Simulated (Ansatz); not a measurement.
## Response to strain in SnO

The reference is SnO (space group P4/nmm, No. 129; a = 3.7685 Å, c = 4.5571 Å; layered, stacked along the Cartesian z axis; relaxed with 0.1 eV smearing). Axes: x, y, z lie along a, b, c of the conventional cell.

Strains are applied to the cell and any free atomic positions relax.

Calculations: PBEsol-D3(BJ) (Ansatz, a program for electronic structure), no spin-orbit coupling.

Notes on the quantities. pressure: mean of the normal stresses, compression positive; energy relative to the base: free energy F.

| variant | volume per atom | largest internal atomic displacement | pressure | energy relative to the base |
|---|---|---|---|---|
| base | 16.18 Å³ | – | 0.0 GPa | 0 meV/atom |
| tensor shear ε_xz = +0.33 % | 16.18 Å³ | – | 0.0 GPa | +0.1 meV/atom |
| tensor shear ε_xz = +1.33 % | 16.18 Å³ | ___ | 0.1 GPa | +1.4 meV/atom |
| tensor shear ε_xz = +2.00 % | 16.17 Å³ | 0.031 Å | 0.1 GPa | +3.2 meV/atom |
| tensor shear ε_xz = +0.67 % | 16.18 Å³ | 0.010 Å | 0.0 GPa | +0.4 meV/atom |
| tensor shear ε_xz = +1.67 % | 16.18 Å³ | ___ | 0.1 GPa | ___ |
| tensor shear ε_xz = +1.00 % | 16.18 Å³ | 0.016 Å | 0.0 GPa | +0.8 meV/atom |

Complete the table.


- tensor shear ε_xz = +1.33 %, largest internal atomic displacement: 0.021 Å
- tensor shear ε_xz = +1.67 %, largest internal atomic displacement: 0.026 Å
- tensor shear ε_xz = +1.67 %, energy relative to the base: +2.2 meV/atom

Stability against distortions was not tested. The final runs are not spin-polarised.
